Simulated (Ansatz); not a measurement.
The starting structures come from a database of crystals and need not be the phases stable at ambient conditions.

By PBEsol, the system below comes out a metal.

The ballistic (Sharvin) conductance counts the channels at the Fermi level: G/A = (e²/h) × channels of both spins per area.

Here is the system:

```yaml
crystal:
  lattice:
    - [4.93918, 0.00000, 0.00000]
    - [0.00000, 5.29657, 0.00000]
    - [0.00000, -2.64829, 4.58696]
  atoms:
    - { symbol: Ta, position: [0.24638, 0.66637, 0.66637] }
    - { symbol: Ta, position: [0.75362, 0.33363, 0.33363] }
    - { symbol: Ta, position: [0.24638, 0.00000, 0.33363] }
    - { symbol: Ta, position: [0.75362, 0.00000, 0.66637] }
    - { symbol: Ta, position: [0.24638, 0.33363, 0.00000] }
    - { symbol: Ta, position: [0.75362, 0.66637, 0.00000] }
    - { symbol: N, position: [0.50000, 0.33333, 0.66667] }
    - { symbol: N, position: [0.50000, 0.66667, 0.33333] }
    - { symbol: N, position: [0.00000, 0.00000, 0.00000] }
```

The cell is taken as given; by PBEsol it stands under a pressure of -5.3 GPa.

The current flows along the normal of the first two printed cell vectors, the (100) plane of the conventional cell. No spin-orbit coupling; the value is a mean over 0.1 eV about the Fermi level.

Q: Give the ballistic conductance per area that PBEsol (Ansatz, an electronic-structure program) yields.

A: 0.37 × 10¹⁵ S/m² for both spins.
